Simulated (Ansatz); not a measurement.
## Fermi-surface data of ZrSi under load (space group Cmcm)

Input:

```xyz
4
Lattice="1.8636 -4.9353 0.0000 1.8636 4.9353 0.0000 0.0000 0.0000 3.7570" Properties=species:S:1:pos:R:3 pbc="T T T"
Zr     1.8636    -1.4306     0.9393
Zr     1.8636     1.4306     2.8178
Si     1.8636    -4.1594     0.9393
Si     1.8636     4.1594     2.8178
```

Method: PBEsol, rigid bands (plane waves, PAW, scalar-relativistic; Ansatz, a first-principles code). Condition of this run: uniaxial stress zz = -1 GPa (compression positive) (the target of the relaxation). Cell: cell and atoms relaxed with PBEsol, then loaded as said.

density of states at the Fermi level: 1.00 states/(eV·cell), both spins
bare Sommerfeld coefficient: 0.59 mJ/(mol of atoms·K²)
Drude plasma energy: 3.4 (x), 3.6 (y), 3.9 (z) eV
root-mean-square Fermi velocity: 5.9e5 m/s
resistivity times τ: 42 (x), 39 (y), 32 (z) ×10⁻²² Ω·m·s

A metal at this level (no band gap); rigid bands, thermally averaged at 300 K, both spins. Spin-orbit coupling is left out. τ is one relaxation time for all states.

Formula and space group known from diffraction (Crystallography Open Database), not checked to be the room-temperature form: ZrSi under load (space group Cmcm).
